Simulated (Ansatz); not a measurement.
Take HgSe in the zinc blende structure (space group F-43m, No. 216) as the base.

```
HgSe
1.0
    0.00000     3.06666     3.06666
    3.06666     0.00000     3.06666
    3.06666     3.06666     0.00000
Se Hg
1 1
Direct
  0.25000   0.25000   0.25000
  0.00000   0.00000   0.00000
```

Cartesian axes are those of the cell as printed.

The values are results of PBEsol (Ansatz, a program for electronic structure; PAW; 420 eV plane waves; scalar-relativistic without spin-orbit coupling), not measurements.

Strains are applied to the cell and any free atomic positions relax; under biaxial strain the out-of-plane vector relaxes too.

One change was made to it. Results:

| quantity | base | after |
|---|---|---|
| energy relative to the base (free energy F) | 0 meV/atom | +1.1 meV/atom |
| pressure (mean of the normal stresses, compression positive) | 0.0 GPa | -0.7 GPa |

What was done to the base?
A) biaxial strain +2.82 %, plane normal [001], relaxed out of plane
B) uniaxial strain ε_zz = +1.38 %
C) uniaxial strain ε_yy = −2.74 %
D) strain tensor (xx, yy, zz, yz, xz, xy) = (+0.39, +0.77, +0.03, −1.44, −0.03, −0.51) %

B, uniaxial strain ε_zz = +1.38 %. For comparison, the energy relative to the base in the other runs: biaxial strain +2.82 %, plane normal [001], relaxed out of plane gives +5.1 meV/atom; uniaxial strain ε_yy = −2.74 % gives +4.2 meV/atom; strain tensor (xx, yy, zz, yz, xz, xy) = (+0.39, +0.77, +0.03, −1.44, −0.03, −0.51) % gives +2.6 meV/atom.

No phonon test of stability was made. The final runs are not spin-polarised.
